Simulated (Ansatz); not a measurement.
**Effect of pressure 0.9 GPa on HfO2**

Take HfO2 in the fluorite structure (space group Fm-3m, No. 225; a = 5.098 Å) as the base.

Now apply this change: cell and atoms relaxed at a pressure of 0.9 GPa.

Computed with PBE (Ansatz, a first-principles code, PAW, no SOC). Settings: 11×11×11 k-points, 0.05 eV Fermi–Dirac smearing.

The volume per atom falls by 0.04 Å³ (11.04 Å³ → 11.00 Å³) and the density grows by 0.04 g/cm³ to 10.59 g/cm³. The lattice parameter a shrinks by 0.0061 Å (5.098 Å → 5.091 Å) and the shortest interatomic distance drops by 0.0027 Å (2.207 Å → 2.205 Å). The enthalpy H = E + PV relative to the base's energy comes out as +0.06 eV/atom and the band gap is nearly the same (3.75 eV against 3.76 eV). The gap character remains direct at X and the width of the top valence band stays 1.82 eV. The electron mass stays 1.2 mₑ along k, 0.74 mₑ across (at X).

Cost of the whole job for the changed cell (relaxation, final SCF and bands): about 18 core-seconds (a rough figure).

With Hf present, leaving out spin-orbit coupling can change the band edges. Load acts through the strain it causes; cell and atoms are relaxed under it. Masses are band curvatures over ±0.01 Å⁻¹ around the edge. Along k means along the line from Γ to the band edge. No phonon test of stability was made. This is not the structure that HfO2 has at room temperature and ambient pressure.
